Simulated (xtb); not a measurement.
xtb 6.7.1, GFN2-xTB: Ni(Cl)(H)(dadMe) (C[N]1=CC=[N](C)->[NiH]<-1[Cl]), 17 atoms. The geometry is a generated start, not checked to be a minimum at this level.

| Quantity | Value |
|---|---|
| run flags | --grad |
| method | GFN2-xTB |
| --acc | 1 (default) |
| --etemp (K) | 300 (default) |
| basis functions | 53 |
| valence electrons | 52 |

```xyz
17

Ni     0.2676     1.3652    -0.0031
Cl    -0.8759     2.9801    -0.0100
H      1.3919     2.2230    -0.0047
C     -2.7300     0.3115     0.0062
N     -1.3184     0.0914    -0.0016
C     -0.8541    -1.1035    -0.0101
C      0.5693    -1.2464    -0.0106
N      1.2920    -0.1741    -0.0023
C      2.7231    -0.3333     0.0071
H     -3.0021     0.9098    -0.8657
H     -3.2934    -0.6287     0.0063
H     -2.9914     0.9044     0.8851
H     -1.4911    -1.9885    -0.0129
H      1.0170    -2.2380    -0.0150
H      3.0093    -1.3908     0.0039
H      3.1360     0.1535     0.8925
H      3.1500     0.1645    -0.8652
```

Charge 0 and multiplicity 1 are set for this test and not shown to be the ground state.

One run each on 1 thread. Values of broydamp tried: 0.02, 0.05, 0.1, 0.2, 0.4 (default), 0.6, 0.8, 1.

Predict the course of the SCC iterations along this series.

Fewest SCC iterations: 0.4 (default) with 17. The count rises to 41 at 0.02. All converge to one solution.

```
broydamp       SCC iterations            end
-------------  --------------  -------------
0.02                       41  same solution
0.05                       30  same solution
0.1                        26  same solution
0.2                        21  same solution
0.4 (default)              17  same solution
0.6                        20  same solution
0.8                        22  same solution
1                          22  same solution
```
